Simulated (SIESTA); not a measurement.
## A short convergence ladder for SnTe (I4mm, 2 atoms in the cell)

```
SnTe
1.0
    0.00000     3.14420     3.14420
    3.14420     0.00000     3.14420
    3.14420     3.14420     0.00000
Sn Te
1 1
Cartesian
  0.00000   0.00000   0.05000
  3.14420   3.14420   3.14420
```

Base method: GGA PBEsol, numerical atomic orbitals DZP, PseudoDojo PBEsol standard norm-conserving potentials (rewritten from UPF to PSML) run with SIESTA.

Base settings: XC.functional = GGA; XC.authors = PBEsol; potentials = PseudoDojo PBEsol standard; PAO.BasisSize = DZP; PAO.EnergyShift = 0.005 Ry; MeshCutoff = 350 Ry; kgrid.MonkhorstPack = 6 6 6; OccupationFunction = FD; ElectronicTemperature = 10 meV; MaxSCFIterations = 150.

**The width of Fermi-Dirac smearing**

The mesh stays at the base's, so the ladder's end is converged at best in this setting alone.

Only quantities that move along the ladder and can be compared are tabulated.

| ElectronicTemperature | free energy less the last step's (meV/atom) | pressure (GPa) | largest difference of a force vector from the last step's (eV/Å) |
|---|---|---|---|
| 1000 meV | -706.80 | 3.87 | 0.127 |
| 500 meV | -120.46 | 1.21 | 0.086 |
| 200 meV | -8.91 | 1.04 | 0.045 |
| 100 meV | -1.63 | 1.13 | 0.029 |
| 20 meV | 0.00 | 1.11 | 0.000 |

Widest ElectronicTemperature that holds the free energy within 5 meV/atom of the last step, with all finer ones: 100 meV; the step before is off by 8.9 meV/atom.

Widest ElectronicTemperature that holds the forces within 0.02 eV/Å: not settled: the last two steps still differ by 0.029 eV/Å, over half the tolerance, so the ladder does not show it.

Widest ElectronicTemperature that holds the pressure within 0.5 GPa of the last step, with all finer ones: 500 meV; the step before is off by 2.8 GPa.

On the base run: the starting cell has typed, rounded lattice constants, without a prior relaxation at this level. Its lattice was rescaled by up to half a per cent. One atom was moved a little off its site on purpose. Values carry the incompleteness of an atom-centred basis.
